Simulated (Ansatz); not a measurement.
L1₂ (Cu3Au-type) Pt3Ti, treated with HSE06 (plane waves, PAW; Ansatz, a quantum-chemistry and plane-wave program).

From the output:

```
WARN output.stress: scf.exx.energy_threshold = 1e-6 eV is looser than the 4e-8 eV advised for a stress under a hybrid functional (1e-8 eV for each atom of the …
Crystal: 4 atoms, lattice volume = 62.656 Å³
Basis set: ecut = 460 eV, 1365 PW (Γ), exchange–correlation on 60×60×60 points (8 copies of the dense FFT grid, shifted against one another)
Bands: 40, of which v1, the nominal top of the filled ones, is band 33 counted from 1 (32 counted from 0)
Symmetry: 48 space group operations
Space group: Pm-3m (ITA 221), of the structure as read, at distance tolerance 4.0e-5 Å
k-points: 35 of 512
SCF iter   1: F=—  HF=-40072.152677 eV  |F-HF|=—  |Δ(HF+E_count)|=         —  Δρ=1.01e-2  dr2=5.81e-2
SCF iter   2: F=—  HF=-40072.150141 eV  |F-HF|=—  |Δ(HF+E_count)|=   2.54e-3  Δρ=5.64e-3  dr2=2.13e-2
  ...
SCF 1 converged in 8 iterations: F = -40072.148412 eV  dr2 = 1.70e-10
Crystal: 4 atoms, lattice volume = 62.656 Å³
Initial density: handed on by an earlier stage of this run
Crystal: 4 atoms, lattice volume = 62.656 Å³
SCF iter   6: F=—  HF=-40078.290253 eV  |F-HF|=—  |Δ(HF+E_count)|=  2.55e-10  Δρ=1.14e-6  dr2=4.06e-10
SCF iter   7: F=-40078.290253 eV  HF=-40078.290253 eV  |F-HF|=5.82e-11  |Δ(HF+E_count)|=  7.28e-11  Δρ=4.18e-7  dr2=8.24e-11
SCF 3 converged in 7 iterations: F = -40078.290253 eV  dr2 = 8.24e-11
Free energy (F): -40078.290253 eV
Internal energy: -40078.284032 eV  (E = F + TS)
E sigma→0 (E₀):  -40078.287142 eV
Fermi energy:    20.845324 eV
--- Forces (eV/Å), atoms counted from 1 ---
  atom   1  Ti     0.00000000    -0.00000000    -0.00000000
  atom   2  Pt     0.00000000    -0.00000000     0.00000000
  atom   3  Pt     0.00000000    -0.00000000     0.00000000
  atom   4  Pt     0.00000000    -0.00000000     0.00000000
--- Stress (GPa, compression-positive) ---
      -11.156503      -0.000000       0.000000
       -0.000000     -11.156503       0.000000
        0.000000       0.000000     -11.156503
  P = ⅓ Tr σ = -11.1565 GPa (-111.565 kbar)
```

### Question
Write an input file that could have produced this run (the log leaves some choices open).

### Answer
This is not unique; one that fits is 
Ansatz 0.2 input:
```yaml
crystal:
  lattice:
    - [3.9718038341, 0.0, 0.0]
    - [0.0, 3.9718038341, 0.0]
    - [0.0, 0.0, 3.9718038341]
  atoms:
    - { symbol: Ti, position: [0.0, 0.0, 0.0] }
    - { symbol: Pt, position: [0.0, 0.5, 0.5] }
    - { symbol: Pt, position: [0.5, 0.0, 0.5] }
    - { symbol: Pt, position: [0.5, 0.5, 0.0] }
basis:
  ecutwfc: 460
  ecutrho_ratio: 4
  xc_grid: 2
kpoints:
  mp_grid: { grid: [8, 8, 8] }
hamiltonian:
  xc: hse06
  dispersion: none
  pseudopotentials: { kind: paw }
scf:
  occupations: { method: fermi_dirac, width: 0.05 }
  convergence: { dr2_threshold: 0.0000000004 }
output:
  forces: true
  stress: true
  eigenvalues: true
```

The cell is one volume of an energy–volume scan, off the minimum.

The PAW data were made under PBE.

Note: the run has no spin polarisation, so it can have missed a magnetic state. Note: the run warned that the count of filled bands differs between k points.
